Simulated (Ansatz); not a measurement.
**NbSi2: Si → Ga**

Start from NbSi2 (space group P6_222, No. 180; a = 4.793 Å, c = 6.585 Å).

Perturbation: Ga takes the place of Si on all its sites; the structure is relaxed again.

All numbers come from r2SCAN (Ansatz, a first-principles code; PAW; 500 eV plane waves; scalar-relativistic without spin-orbit coupling). Settings: 11×11×7 k-points, 0.05 eV Fermi–Dirac smearing.

```tsv
quantity	base	changed	shift
volume per atom	14.56 Å³	16.69 Å³	+2.13 Å³
density	5.67 g/cm³	7.71 g/cm³	+2.04 g/cm³
lattice parameter a	479.3 pm	504.4 pm	+25.1 pm
c/a ratio	1.374	1.352	-0.022
band gap	zero	zero	–
```

Cost of the whole job for the changed cell (relaxation, final SCF and bands): roughly 14 core-minutes.

Whether these cells are dynamically stable was not tested. As relaxed here, NbGa2 is a hypothetical phase, not in the database extracts checked. The final runs are not spin-polarised. An odd electron count without spin: NbGa2 and NbSi2. NbGa2 has a high density of states at the Fermi level and may be magnetic at this level.
